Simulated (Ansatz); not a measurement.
Output of an Ansatz run (abridged):

```
WARN ansatz: RAYON_NUM_THREADS=1 ignored (pool sized by the plan → 1); use --threads N
Pseudopotentials: kind: paw
Pseudopotential: F, paw, valence charge 7
Crystal: 4 atoms, lattice volume = 54.237 Å³
Basis set: ecut = 420 eV, 1041 PW (Γ)
Bands: 18, of which v1, the nominal top of the filled ones, is band 14 counted from 1 (13 counted from 0)
Symmetry: 4 space group operations
Space group: C2/c (ITA 15), of the structure as read, at distance tolerance 3.8e-5 Å
k-points: 95 of 324
PAW frozen core: F, regenerated for the run's functional, and the local potential with it
Initial density: superposition of atomic densities (neutral atoms: chi_scale 0, normalization atom), corrected by the library's trained network
Initial wavefunctions: pseudopotential atomic-orbital guess
Eigensolver: davidson
Functional: x = slater, c = lda
SCF iter   1: F=—  HF=-3163.193481 eV  |F-HF|=—  |Δ(HF+E_count)|=         —  Δρ=1.65e-2  dr2=8.64e-2  ethr=1.77e-3  ⟨swp⟩=5.3  Hψ=7770  notcnv=0
all-band conjugate gradients solve this SCF's bands
preconditioner: auto → none
SCF iter   2: F=—  HF=-3163.163333 eV  |F-HF|=—  |Δ(HF+E_count)|=   3.01e-2  Δρ=4.12e-3  dr2=2.23e-3  ethr=3.08e-4  ⟨swp⟩=2.1  Hψ=3790  notcnv=0
SCF iter   3: F=—  HF=-3163.162444 eV  |F-HF|=—  |Δ(HF+E_count)|=   8.89e-4  Δρ=1.64e-3  dr2=4.16e-4  ethr=7.97e-6  ⟨swp⟩=2.8  Hψ=3323  notcnv=0
SCF iter   4: F=—  HF=-3163.162312 eV  |F-HF|=—  |Δ(HF+E_count)|=   1.32e-4  Δρ=5.24e-4  dr2=4.79e-5  ethr=1.49e-6  ⟨swp⟩=1.0  Hψ=1710  notcnv=0
SCF iter   5: F=—  HF=-3163.162297 eV  |F-HF|=—  |Δ(HF+E_count)|=   1.59e-5  Δρ=7.41e-5  dr2=8.99e-7  ethr=1.71e-7  ⟨swp⟩=2.0  Hψ=2885  notcnv=0
SCF iter   6: F=-3163.162296 eV  HF=-3163.162296 eV  |F-HF|=2.91e-9  |Δ(HF+E_count)|=   2.35e-7  Δρ=5.89e-6  dr2=7.63e-9  ethr=3.57e-10  ⟨swp⟩=5.0  Hψ=6909  notcnv=0
SCF 1 converged in 6 iterations: F = -3163.162296 eV  dr2 = 7.63e-9
SCF converged after 6 iterations
Free energy (F): -3163.162296 eV
Harris-Foulkes:  -3163.162296 eV  (|F-HF|=2.91e-9)
Internal energy: -3163.162296 eV  (E = F + TS)
E sigma→0 (E₀):  -3163.162296 eV
Fermi energy:    -1.593774 eV
--- Per-component energies (eV) ---
  E_band       = -307.710216
  E_kinetic    = 801.584200
  E_local      = -2621.426098  (includes V_loc(G=0)·N_el)
  E_nonlocal   = 302.035098
  E_hartree    = 932.033728
  E_xc         = -304.311961
  E_vxc        = -393.754261  (∫ρ·V_xc dr)
  E_paw        = -743.563550  (= ΣΔE_a)
  E_vpaw       = -260.227474  (= ΣTr[D̂ρ^β])
  E_aug_tail   = 0.008111  (compensation charges beyond the density's cutoff)
  E_ewald      = -1529.974831
  E_core_change = 0.453007  (= ΣΔE_core)
  E_smearing   = -0.000000  (= −TS)
  E_closure    = 0.000000  (closes the sum)
  Σ components = -3163.162296   (vs F -3163.162296, Δ=0.00e0)
--- Forces (eV/Å), atoms counted from 1 ---
  atom   1  F      0.02557531     0.36918327    -0.78691371
  atom   2  F     -0.02557531    -0.36918327     0.78691371
  atom   3  F     -0.02557531     0.36918327     0.78691371
  atom   4  F      0.02557531    -0.36918327    -0.78691371
  max |Σ_I F_I| component: 1.11e-16 eV/Å
--- Stress (GPa, compression-positive) ---
       -1.012998       0.000000       0.402254
        0.000000      -2.869843       0.000000
        0.402250       0.000000      -8.823825
  P = ⅓ Tr σ = -4.2356 GPa (-42.356 kbar)
  The stress holds the Pulay correction. Without it, at fixed plane waves, as pw.x and ABINIT print it: P = -5.7238 GPa
--- Band table (eV; the first three rows and the last of 95) ---
  k-point 0: bands = ["-27.5431", "-27.3451", "-21.3834", "-20.8097", "-9.7940", "-8.6686", "-6.0790", "-5.9985", "-5.8940", "-5.8431", "-3.3109", "-2.9912", "-2.8669", "-2.8098", "-0.3871", "0.7194", "6.5608", "8.9749"]
  k-point 1: bands = ["-27.5155", "-27.3757", "-21.3007", "-20.8953", "-9.6433", "-8.8531", "-6.0479", "-5.9813", "-5.8865", "-5.8506", "-3.2845", "-3.0513", "-2.8582", "-2.8185", "-0.2274", "0.5487", "6.8090", "8.3127"]
  k-point 2: bands = ["-27.4471", "-27.4471", "-21.0995", "-21.0995", "-9.2642", "-9.2642", "-5.9921", "-5.9921", "-5.8685", "-5.8685", "-3.1845", "-3.1845", "-2.8386", "-2.8386", "0.1551", "0.1551", "7.4532", "7.4532"]
  k-point 94: bands = ["-27.2529", "-27.2529", "-20.9772", "-20.9772", "-9.1635", "-9.1635", "-7.1839", "-7.1839", "-6.3416", "-6.3416", "-3.4108", "-3.4108", "-3.2396", "-3.2396", "0.2768", "0.2768", "11.8953", "11.8953"]
```

The structure:

```
CELL_PARAMETERS angstrom
      2.56910    -1.59194     0.00000
      2.56910     1.59194     0.00000
     -0.56492     0.00000     6.63070
ATOMIC_POSITIONS crystal
  F  0.59583 0.91533 0.59796
  F  0.40417 0.08467 0.40204
  F  0.08467 0.40417 0.90204
  F  0.91533 0.59583 0.09796
```

Task: What input produced this log?

Result: Other spellings and defaults could give the same log, and not every line can be read from it. The input that was run (DFT, LDA (PW92), plane waves, default PAW files made with PBE):

Ansatz 0.2 input:
```yaml
crystal:
  lattice:
    - [2.569102, -1.591945, 0.000000]
    - [2.569102, 1.591945, 0.000000]
    - [-0.564920, 0.000000, 6.630697]
  atoms:
    - { symbol: F, position_ang: [3.544525, 0.508626, 3.964892] }
    - { symbol: F, position_ang: [1.028759, -0.508626, 2.665805] }
    - { symbol: F, position_ang: [0.746299, 0.508626, 5.981154] }
    - { symbol: F, position_ang: [3.826985, -0.508626, 0.649543] }
basis:
  ecutwfc: 420.0
kpoints:
  mp_grid: { grid: [9, 9, 4] }
hamiltonian:
  xc: lda
  pseudopotentials: { kind: paw }
scf:
  occupations: { method: fermi_dirac, width: 0.01 }
output:
  forces: true
  eigenvalues: true
  stress: true
```

The starting cell comes from a database of computed structures (which also holds hypothetical and non-ambient phases and stackings), without a prior relaxation at this level. Its lattice was rescaled by up to half a per cent. With a pressure of about -4 GPa the cell is away from its equilibrium volume at this level. Ansatz's pressure includes its estimate of the finite-basis (Pulay) stress. Without the estimate this run gives -5.72 GPa.

Ansatz is a program for electronic structure.
